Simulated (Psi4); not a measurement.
Psi4 1.11, WB97X/def2-svp: CC1=C[C@H]([SiH3])OC[SiH2]1, 20 atoms. The geometry is a generated start, not checked to be a minimum at this level.

```
Item                                                      Value
-------------------------------  ------------------------------
task                                                   gradient
method                                                    wb97x
basis                                                  def2-svp
memory                                                     7 GB
scf_type                                           df (default)
guess                            auto, which took SAD (default)
diis_max_vecs                                      10 (default)
scf_initial_accelerator                         adiis (default)
e_convergence                                   1e-08 (default)
d_convergence                                   1e-08 (default)
basis functions (reference run)                             180
grid points (reference run)                             3564623
```

```xyz
20

C      2.3912    -1.1620     0.7663
C      1.1461    -0.3662     0.5069
C     -0.1021    -0.8693     0.6298
C     -1.4458    -0.1588     0.4121
Si    -2.4386    -0.8626    -1.0780
O     -1.3712     1.2878     0.5321
C     -0.4024     1.9280    -0.3214
Si     1.3893     1.4197    -0.0234
H      2.9815    -0.7146     1.5735
H      3.0142    -1.2203    -0.1330
H      2.1569    -2.1895     1.0662
H     -0.2003    -1.9119     0.9385
H     -2.0625    -0.4470     1.2733
H     -1.7526    -0.5291    -2.3576
H     -3.8138    -0.2955    -1.1134
H     -2.5450    -2.3438    -0.9683
H     -0.4936     3.0060    -0.1539
H     -0.6753     1.7461    -1.3664
H      2.2033     1.4954    -1.2642
H      2.0208     2.1874     1.0810
```
Charge 0, spin multiplicity 1.

Yardstick: the run with dft_radial_points = 200, dft_spherical_points = 974, dft_pruning_scheme = none (default), which is not proven converged either. Single runs; times are not shown.

Settings tried, all else as in the reference:
- dft_radial_points = 75 (default), dft_spherical_points = 302 (default), dft_pruning_scheme = robust
- dft_radial_points = 99, dft_spherical_points = 590
- dft_radial_points = 75 (default), dft_spherical_points = 302 (default)
- dft_radial_points = 150, dft_spherical_points = 770
- dft_radial_points = 35, dft_spherical_points = 110
- dft_radial_points = 99, dft_spherical_points = 590, dft_pruning_scheme = robust
- dft_radial_points = 75 (default), dft_spherical_points = 434
- dft_radial_points = 50, dft_spherical_points = 194
- dft_radial_points = 25, dft_spherical_points = 50
- dft_radial_points = 75 (default), dft_spherical_points = 302 (default), dft_pruning_scheme = treutler
- dft_radial_points = 99, dft_spherical_points = 590, dft_pruning_scheme = treutler

**Question.** Sort the settings: which keep to the reference within 1.0 meV/atom in energy, 10 meV/Å in forces (largest component), and which don't?

**Answer.** Within it: dft_radial_points = 150, dft_spherical_points = 770; dft_radial_points = 75 (default), dft_spherical_points = 302 (default); dft_radial_points = 75 (default), dft_spherical_points = 434; dft_radial_points = 99, dft_spherical_points = 590, dft_pruning_scheme = robust; dft_radial_points = 99, dft_spherical_points = 590; dft_radial_points = 75 (default), dft_spherical_points = 302 (default), dft_pruning_scheme = robust. Outside: dft_radial_points = 50, dft_spherical_points = 194; dft_radial_points = 75 (default), dft_spherical_points = 302 (default), dft_pruning_scheme = treutler; dft_radial_points = 99, dft_spherical_points = 590, dft_pruning_scheme = treutler; dft_radial_points = 35, dft_spherical_points = 110; dft_radial_points = 25, dft_spherical_points = 50.

| setting | grid points | energy against the reference | difference in forces (largest component) |
|---|---|---|---|
| the reference | 3564623 | — | — |
| dft_radial_points = 150, dft_spherical_points = 770 | 2127846 | −0.0031 meV/atom | 0.74 meV/Å |
| dft_radial_points = 75 (default), dft_spherical_points = 302 (default) | 421281 | +0.050 meV/atom | 3.5 meV/Å |
| dft_radial_points = 75 (default), dft_spherical_points = 434 | 605117 | +0.052 meV/atom | 4.0 meV/Å |
| dft_radial_points = 99, dft_spherical_points = 590, dft_pruning_scheme = robust | 749834 | −0.028 meV/atom | 4.1 meV/Å |
| dft_radial_points = 99, dft_spherical_points = 590 | 1080158 | −0.028 meV/atom | 4.1 meV/Å |
| dft_radial_points = 75 (default), dft_spherical_points = 302 (default), dft_pruning_scheme = robust | 286609 | +0.051 meV/atom | 5.3 meV/Å |
| dft_radial_points = 50, dft_spherical_points = 194 | 183593 | −1.0 meV/atom | 29 meV/Å |
| dft_radial_points = 75 (default), dft_spherical_points = 302 (default), dft_pruning_scheme = treutler | 228529 | −0.62 meV/atom | 38 meV/Å |
| dft_radial_points = 99, dft_spherical_points = 590, dft_pruning_scheme = treutler | 553514 | −0.70 meV/atom | 38 meV/Å |
| dft_radial_points = 35, dft_spherical_points = 110 | 73196 | −2.1 meV/atom | 130 meV/Å |
| dft_radial_points = 25, dft_spherical_points = 50 | 23853 | +7.0 meV/atom | 320 meV/Å |

Total energies are compared; such shifts often cancel in part in energy differences. The gradients leave out the derivatives of the grid weights. The tolerance is a choice made for this comparison.
